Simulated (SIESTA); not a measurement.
**SIESTA run on LiMg (C2, 6 atoms in the cell): self-consistent single point**

Method of the run: LDA PW92, numerical atomic orbitals DZP, PseudoDojo LDA standard norm-conserving potentials (rewritten from UPF to PSML) in SIESTA.

The input file:

```
# files in the folder: Li.psml Mg.psml (PseudoDojo LDA standard)
SystemName  LiMg
SystemLabel LiMg

NumberOfAtoms                6
NumberOfSpecies              2
%block ChemicalSpeciesLabel
  1 3 Li
  2 12 Mg
%endblock ChemicalSpeciesLabel
LatticeConstant              1.0 Bohr
%block LatticeVectors
     8.592605476   -5.056669004    0.000000000
     8.592605476    5.056669004    0.000000000
    -5.539977799    0.000000000    9.381263777
%endblock LatticeVectors
AtomicCoordinatesFormat      Fractional
%block AtomicCoordinatesAndAtomicSpecies
     0.006960000    0.664620000    0.003180000  1
     0.335380000    0.993040000    0.996820000  1
     0.494940000    0.505060000    0.500000000  1
     0.667240000    0.332760000    0.000000000  2
     0.830910000    0.835430000    0.498570000  2
     0.164570000    0.169090000    0.501430000  2
%endblock AtomicCoordinatesAndAtomicSpecies

XC.functional                LDA
XC.authors                   PW92
PAO.BasisSize                DZP
PAO.EnergyShift              0.01 Ry
PAO.Polarization.NonPerturbative true
MeshCutoff                   400 Ry
%block kgrid.MonkhorstPack
    6   0   0  0.5
    0   6   0  0.5
    0   0   6  0.5
%endblock kgrid.MonkhorstPack
OccupationFunction           MP
OccupationMPOrder            1
ElectronicTemperature        2320.9 K

MaxSCFIterations             150
SCF.Mixer.Method             Broyden
SCF.Mixer.Weight             0.2
SCF.Mixer.History            6
SCF.DM.Tolerance             1.0E-04
Diag.ParallelOverK           true
WriteForces                  true
```

The program printed (abridged):

```
reinit: Reading from file input.fdf

reinit: System Name: LiMg
reinit: System Label: LiMg

coor:   Atomic-coordinates input format  =     Fractional

siesta: Atomic coordinates (Bohr) and species
siesta:      5.75300   3.32557   0.02983  1        1
siesta:      5.89223   3.32557   9.35143  1        2
siesta:      5.82262   0.05117   4.69063  1        3
siesta:      8.59261  -1.69135   0.00000  2        4
siesta:     11.55614   0.02286   4.67722  2        5
siesta:      0.08910   0.02286   4.70405  2        6

siesta: System type = bulk

initatomlists: Number of atoms, orbitals, and projectors:      6    45    48

siesta: ******************** Simulation parameters ****************************
redata: Spin configuration                          = none
redata: Time-Reversal Symmetry                      = T
redata: Number of Atomic Species                    =        2
redata: Mesh Cutoff                                 =   400.0000 Ry
redata: Net charge of the system                    =     0.0000 |e|
redata: Min. number of SCF Iter                     =        0
redata: Max. number of SCF Iter                     =      150
redata: SCF convergence failure will abort job
redata: SCF mix quantity                            = Hamiltonian
redata: Mix DM or H after convergence               =   F
redata: Recompute H after scf cycle                 =   F
redata: Mix DM in first SCF step                    =   T
redata: No kicks to SCF
redata: DM Mixing Weight for Kicks                  =     0.5000
redata: Require Harris convergence for SCF          =   F
redata: Harris energy tolerance for SCF             =     0.000100 eV
redata: Require DM convergence for SCF              =   T
redata: DM tolerance for SCF                        =     0.000100
redata: Require EDM convergence for SCF             =   F
redata: EDM tolerance for SCF                       =     0.001000 eV
redata: Require H convergence for SCF               =   T
redata: Hamiltonian tolerance for SCF               =     0.001000 eV
redata: Require (free) Energy convergence for SCF   =   F
redata: (free) Energy tolerance for SCF             =     0.000100 eV
redata: Using DFT-D3 dispersion                     =   F
redata: Using Saved Data (generic)                  =   F
redata: Method of Calculation                       = Diagonalization
redata: Electronic Temperature                      =  2320.9000 K
redata: Number of TDED substeps                     =        3
redata: Dynamics option                             = Single-point calculation
redata: Save all siesta data in one NC              =   F
redata: ***********************************************************************

%block SCF.Mixers
  Broyden
%endblock SCF.Mixers

%block SCF.Mixer.Broyden
  # Mixing method
  method broyden

  # Mixing options
  weight 0.2000
  weight.linear 0.2000
  weight.prime 0.2000
  history 6
%endblock SCF.Mixer.Broyden

DM_history_depth set to one: no extrapolation allowed by default for geometry relaxation
Size of DM history Fstack: 1
Total number of electrons:    39.000000
Total ionic charge:    39.000000

* ProcessorY, Blocksize:    1  46

* Orbital distribution balance (max,min):    45    45

 Kpoints in:          108 . Kpoints trimmed:          108

siesta: k-grid: Number of k-points = 108
siesta: k-points from Monkhorst-Pack grid
siesta: k-cutoff (effective) =    15.828 Ang
siesta: k-point supercell and displacements
siesta: k-grid:     6     0     0      0.500
siesta: k-grid:     0     6     0      0.500
siesta: k-grid:     0     0     6      0.500

diag: Algorithm                                     = D&C
diag: Parallel over k                               =   F
diag: Use parallel 2D distribution                  =   F
diag: Parallel block-size                           = 46
diag: Parallel distribution                         =     1 x     1
diag: Used triangular part                          = Lower
diag: Absolute tolerance                            =  0.100E-15
diag: Orthogonalization factor                      =  0.100E-05
diag: Memory factor                                 =  1.0000

superc: Internal auxiliary supercell:     5 x     5 x     7  =     175
superc: Number of atoms, orbitals, and projectors:   1050   7875   8400

                        Single-point calculation

superc: Internal auxiliary supercell:     5 x     5 x     7  =     175
superc: Number of atoms, orbitals, and projectors:   1050   7875   8400

outcell: Unit cell vectors (Ang):
        4.547011   -2.675874    0.000000
        4.547011    2.675874    0.000000
       -2.931630    0.000000    4.964351

outcell: Cell vector modules (Ang)   :    5.275946    5.275946    5.765348
outcell: Cell angles (23,13,12) (deg):    115.9915    115.9915     60.9528
outcell: Cell volume (Ang**3)        :    120.8048
new_DM -- step:     1
Initializing Density Matrix...

Attempting to read DM from file... Failed...
DM filled with atomic data:

InitMesh: MESH = 54 x 54 x 60 = 174960
InitMesh: Mesh cutoff (required, used) =   400.000   403.719 Ry

stepf: Methfessel-Paxton step function
       Using Hermite-Gauss polynomials of order  1

        iscf     Eharris(eV)        E_KS(eV)     FreeEng(eV)     dDmax    Ef(eV) dHmax(eV)
   scf:    1    -5396.099734    -5415.685071    -5415.685726  1.546510 -4.761656  6.313907
   scf:    2    -5417.134145    -5416.458561    -5416.459851  0.066853 -4.767322  4.254796
   scf:    3    -5417.113572    -5416.911577    -5416.906547  0.120148 -4.784341  0.974187
   scf:    4    -5416.938113    -5416.928068    -5416.923795  0.011191 -4.805224  0.249764
   scf:    5    -5416.931536    -5416.930020    -5416.926015  0.004632 -4.809275  0.187002
   scf:    6    -5416.931580    -5416.931030    -5416.927183  0.006424 -4.814736  0.013644
   scf:    7    -5416.931064    -5416.931047    -5416.927195  0.000246 -4.815134  0.009027
   scf:    8    -5416.931071    -5416.931060    -5416.927202  0.000283 -4.815550  0.003724
   scf:    9    -5416.931067    -5416.931064    -5416.927202  0.000115 -4.815777  0.001446
   scf:   10    -5416.931065    -5416.931064    -5416.927202  0.000025 -4.815875  0.000816

SCF Convergence by DM+H criterion
max |DM_out - DM_in|         :     0.0000251778
max |H_out - H_in|      (eV) :     0.0008162540
SCF cycle converged after 10 iterations

Using DM_out to compute the final energy and forces

siesta: E_KS(eV) =            -5416.9311

siesta: E_KS - E_eggbox =     -5416.9311

siesta: Atomic forces (eV/Ang):
     1    0.004259   -0.013111   -0.019754
     2   -0.004259   -0.013111    0.019754
     3    0.000000   -0.005909   -0.000000
     4    0.000000    0.003189   -0.000000
     5    0.023046    0.014346    0.009710
     6   -0.023046    0.014346   -0.009710
   Tot   -0.000000   -0.000250   -0.000000
   Max    0.023046
   Res    0.012623    sqrt( Sum f_i^2 / 3N )
   Max    0.023046    constrained

Stress tensor Voigt[x,y,z,yz,xz,xy] (kbar):        2.55       -1.91      -13.57        0.00       -2.80       -0.00
(Free)E + p*V (eV/cell)    -5416.6021
Target enthalpy (eV/cell)    -5416.9272

siesta: Program's energy decomposition (eV):
siesta: Ebs     =     -1718.071228
siesta: Eions   =      6448.494597
siesta: Ena     =       428.807243
siesta: Ekin    =      3164.660791
siesta: Enl     =     -1841.451563
siesta: Eso     =         0.000000
siesta: Edftu   =         0.000000
siesta: DEna    =        31.798555
siesta: DUscf   =         1.620940
siesta: DUext   =         0.000000
siesta: Ex      =      -686.055416
siesta: Ec      =       -67.817018
siesta: Exc     =      -753.872434
siesta: Eharris =     -5416.931065
siesta: Etot    =     -5416.931064
siesta: FreeEng =     -5416.927202

siesta: Stress tensor (static) (eV/Ang**3):
siesta:     0.001590   -0.000000   -0.001749
siesta:    -0.000000   -0.001195   -0.000000
siesta:    -0.001749    0.000000   -0.008469

siesta: Cell volume =        120.804786 Ang**3

siesta: Pressure (static):
siesta:                Solid            Molecule  Units
siesta:           0.00002931          0.00002366  Ry/Bohr**3
siesta:           0.00269116          0.00217204  eV/Ang**3
siesta:           4.31170713          3.47999390  kBar
```

The run converged in 10 iterations.

The starting cell comes from a database of computed structures (which also holds hypothetical and non-ambient phases and stackings), without a prior relaxation at this level. Its lattice was rescaled by a random factor within 2.5 % of one. Values carry the incompleteness of an atom-centred basis.

Cost on one core of a shared machine: roughly 40 s.
